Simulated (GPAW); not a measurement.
Worked example: self-consistent single point of ZnCu3 (P1, 4 atoms in the cell) in GPAW.

Method of the run: LDA (Perdew-Wang 92), GPAW PAW datasets LDA (gpaw-data 1.0.1) (plane waves; GPAW 25.7.0).

The change in words: atoms moved at random. Reference geometry:
```
ZnCu3
1.0
    2.56146     0.00000     0.00000
   -1.28073     2.21829     0.00000
    0.00000     0.00000     8.39759
Zn Cu
1 3
Cartesian
  1.28073   0.73943   0.00000
  1.28073   0.73943   4.19879
  0.00000   1.47886   2.13358
  0.00000   1.47886   6.26401
```

Reference input (self-consistent single point, DFT LDA (Perdew-Wang 92), plane waves, GPAW PAW datasets LDA (gpaw-data 1.0.1)): mode = pw; ecut = 850 eV; xc = LDA; kpts = 12 12 3; mesh shift (steps) = 0 0 0; occupations.name = methfessel-paxton; occupations.width = 0.1 eV; occupations.order = 0; nbands = -8; convergence.forces = 0.001 eV/Å; symmetry.symmorphic = false; symmetry.tolerance = 0.0005. This run's input differs from it in these lines:

```diff
@@ -8,6 +8,6 @@
                     [0.000000, 0.000000, 8.397590]],
-              scaled_positions=[[0.666667, 0.333333, 0.000000],
-                                [0.666667, 0.333333, 0.500000],
-                                [0.333333, 0.666667, 0.254070],
-                                [0.333333, 0.666667, 0.745930]],
+              scaled_positions=[[0.681526, 0.343841, 0.009515],
+                                [0.658847, 0.330236, 0.496322],
+                                [0.314796, 0.658129, 0.246659],
+                                [0.344831, 0.667793, 0.747504]],
               pbc=True)
```

Output (repeated stretches shortened):

```
     iter     time        total  log10-change:
                         energy   eigst   dens  force
iter:   1 --:--:--   -19.249738
iter:   2 --:--:--   -18.146312   -0.56  -1.25
iter:   3 --:--:--   -16.709744   -0.29  -1.31
iter:   4 --:--:--   -16.220627   -1.32  -1.79
iter:   5 --:--:--   -16.186139   -2.09  -1.73
iter:   6 --:--:--   -16.480939   -1.13  -1.84
iter:   7 --:--:--   -16.141038   -1.42  -1.78
iter:   8 --:--:--   -16.125361   -3.23  -2.61
iter:   9 --:--:--   -16.094103   -2.65  -2.62
iter:  10 --:--:--   -16.094422   -2.68  -2.76
iter:  11 --:--:--   -16.087098c  -3.49  -2.72
iter:  12 --:--:--   -16.086864c  -4.58  -3.20
   [... lines left out ...]
iter:  14 --:--:--   -16.086819c  -4.71  -3.30
iter:  15 --:--:--   -16.086655c  -5.81  -3.53
iter:  16 --:--:--   -16.086350c  -4.42  -3.66
iter:  17 --:--:--   -16.086379c  -5.56  -3.87
iter:  18 --:--:--   -16.086370c  -6.94  -3.99
iter:  19 --:--:--   -16.086335c  -6.05  -4.04c
iter:  20 --:--:--   -16.086328c  -6.37  -4.12c
iter:  21 --:--:--   -16.086324c  -7.12  -4.28c
iter:  22 --:--:--   -16.086320c  -6.33  -4.37c
iter:  23 --:--:--   -16.086319c  -7.42c -4.66c
iter:  24 --:--:--   -16.086318c  -7.31  -4.69c
iter:  25 --:--:--   -16.086318c  -7.70c -4.73c -2.68
iter:  26 --:--:--   -16.086318c  -8.45c -4.82c -3.17c
Converged after 26 iterations.

Dipole moment: (0.054455, -0.043641, -2.564815) |e|*Ang

Energy contributions relative to reference atoms: (reference = -183641.192846)

Kinetic:        -40.611717
Potential:      +34.586390
External:        +0.000000
XC:             -10.196529
Entropy (-ST):   -0.006276
Local:           +0.138676
SIC:             +0.000000
--------------------------
Free energy:    -16.089456
Extrapolated:   -16.086318

Showing only first 2 kpts
 Kpt  Band  Eigenvalues  Occupancy
  0    20      5.64872    2.00000
  0    21      5.96446    2.00000
  0    22      5.98114    2.00000
  0    23      6.18071    2.00000

  1    20      5.62859    2.00000
  1    21      5.65399    2.00000
  1    22      5.96534    2.00000
  1    23      5.98273    2.00000

Fermi level: 7.87057

No gap
No difference between direct/indirect transitions
Energy (eV): -16.086318

Forces in eV/Ang:
  0 Zn   -0.07174   -0.05726   -0.73500
  1 Cu    0.01440   -0.00138    0.07371
  2 Cu    0.08492    0.05438    0.68495
  3 Cu   -0.02755    0.00427   -0.02387

Stress tensor:
     0.030386    -0.001097    -0.001471
    -0.001097     0.033043    -0.001086
    -0.001471    -0.001086     0.054768
Stress (GPa, Voigt): [ 4.8683  5.2941  8.7748 -0.174  -0.2357 -0.1757]
```

The run converged in 26 iterations. GPAW prints stress with tension positive. Against the reference run the free energy rises by 13.4 meV/atom, the pressure goes from -6.82 to -6.31 GPa and the largest force goes from 0.038 to 0.741 eV/Å.

The starting cell comes from a database of computed structures (which also holds hypothetical and non-ambient phases and stackings), without a prior relaxation at this level. For this run, on top of that: atoms moved at random. Spin polarisation is off. With a pressure of about -6 GPa the cell is away from its equilibrium volume at this level.

Cost on one core of a shared machine: roughly 8 min.
